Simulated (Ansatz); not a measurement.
System: hexagonal WC. Method: BLYP (plane waves, PAW; Ansatz, a program for electronic structure).

Numerical settings: plane-wave cutoff 520 eV, 24×24×20 k mesh (along the axes of the cell as run), Fermi–Dirac smearing 0.05 eV, no spin polarisation, scalar-relativistic PAW data made under PBE.

Cell (relaxed at this level):

Space group P-6m2 (No. 187); a = b = 2.959 Å, c = 2.872 Å, α = β = 90.00°, γ = 120.00°

```
atom  site  symmetry       x       y       z
----  ----  --------  ------  ------  ------
W       1a      -6m2  0.0000  0.0000  0.0000
C       1d      -6m2  0.3333  0.6667  0.5000
```

Problem. Estimate the bulk modulus and pressure derivative B′ of the bulk modulus that the calculation returns.

Solution. 
bulk modulus: 346 GPa
pressure derivative B′ of the bulk modulus: 4.4

The run finds no gap.

Measured, for comparison: bulk modulus 384 ± 0.8 GPa (room temperature, no zero-point or thermal correction, adiabatic, ultrasonic, our sources range from 377 to 412; as tabulated in Compression behavior of WC and WC-6%Co up to 50 GPa (OSTI 1006718)). Computed (rounded) less measured: bulk modulus -10 % (-8 % to -16 % over the range).

Note: the bulk modulus comes from volumes at which shape and atoms were relaxed.

Spin–orbit coupling is not included.

The computed numbers hold no vibrational or temperature effects.
